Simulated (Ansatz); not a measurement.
Start from ScPt in the CsCl type structure (space group Pm-3m, No. 221; a = 3.260 Å). Axes: x, y, z lie along the cube axes.

The values are results of PBEsol/PAW in Ansatz (a quantum-chemistry and plane-wave program), no spin-orbit coupling, not measurements.

Before the change:

| Item | Value |
|---|---|
| Shortest interatomic distance | 282.3 pm |

The change: a free-standing slab of 5 layers (10 atoms, 2 a layer) is cut normal to [110], with 15 Å of vacuum and the in-plane cell held at bulk.

### Question
What happens to the change of the spacing d12 from its bulk value of 2.305 Å, excess energy per area of both faces, shortest interatomic distance and change of the spacing d23 from its bulk value of 2.305 Å?

### Answer
The change of the spacing d12 from its bulk value of 2.305 Å is -4.7 %; the excess energy per area of both faces (slab less bulk energy over the cell's area: twice a surface energy) amounts to 2.6 J/m² (uncertain by up to 0.1 J/m²); the shortest interatomic distance decreases by 16.95 pm to 265.4 pm; the change of the spacing d23 from its bulk value of 2.305 Å comes out as +0.1 %.

Slab and bulk use different k-meshes, which limits the precision of the excess energy. Whether these cells are dynamically stable was not tested. The final runs are not spin-polarised.
